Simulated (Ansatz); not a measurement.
MgCO3 (R-3c, No. 167), treated with PBEsol (plane waves, PAW; Ansatz, an electronic-structure program).

Numerical settings: plane-wave cutoff 520 eV, 10×10×10 k mesh, Fermi–Dirac smearing 0.01 eV, scalar-relativistic PAW data made under PBE.

The cell is scaled about its equilibrium volume:

Shape and atoms are relaxed at each volume.

```csv
V (Å³/atom),P (GPa),direct gap at Γ (eV),smallest gap on the k mesh (eV),c (Å)
8.942,4.80,5.760,5.090,14.602
9.129,2.26,5.784,5.061,14.769
9.315,0.00,5.807,5.030,14.932
9.501,-2.02,5.831,4.997,15.093
9.687,-3.81,5.854,4.961,15.252
```

The fundamental gap (5.02 eV at the equilibrium volume, with added k points) lies elsewhere than Γ–Γ.

Note: the bulk modulus comes from volumes at which shape and atoms were relaxed.
